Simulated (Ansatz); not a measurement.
**MgO: energy against strain**

MgO (rock salt, Fm-3m, 9.355 Å³/atom at rest) under an equal strain ε in the (001) plane with the normal axis free, as in a coherent film. PBEsol in Ansatz, a plane-wave DFT program (PAW, default set), 420 eV, 13×13×13 Γ-centred mesh, Fermi-Dirac smearing 0.05 eV; ions are relaxed within the symmetry of each cell.

Here s stands for strain and y for E less E0.

| strain (%) | E less E0 (meV/atom) |
|---|---|
| -1.50 | 4.60 |
| -1.00 | 2.01 |
| -0.50 | 0.52 |
| 0.00 | 0.00 |
| 0.50 | 0.50 |
| 1.00 | 1.86 |
| 1.50 | 4.08 |
| 3.00 | ? |

The 7 complete rows are fitted with a parabola, y against s. Least squares gives y = 0.018 - 0.1343·s + 1.9210·s². Residuals (row less fit): 0.058, -0.063, -0.045, -0.018, 0.069, 0.055, -0.059; standard error 0.073 (degrees of freedom: 4). Twice the quadratic coefficient over the volume, 2 × 1.9210 meV × 10⁴ × 0.1602 / 9.355 Å³, is twice the biaxial elastic modulus of this plane = 658 ± 11 GPa.

Estimate the missing y (s = 3.00); what did the run itself give?

y = 0.018 - 0.1343 × 3.0 + 1.9210 × 3.0² = 16.904 meV/atom. The calculation gives 15.30 meV/atom, 1.604 meV/atom below the prediction (10.5 % of the range of y in the table). The row lies outside the fitted rows, so this is an extrapolation. From the scatter of the fitted rows alone, a prediction at this place has a standard error of 0.277 meV/atom, so the miss is 5.8 times that.

One order more, fitted to all 13 runs of the series, follows each within 0.03, so the miss is the next term of a smooth law. Rows are the converged runs of the series near zero and its far end; series whose fitted rows scatter by over a few per cent of the range, as at a crossing or softening among them, aren't shown in this form. Most that stay on the fit to the last digits aren't either.
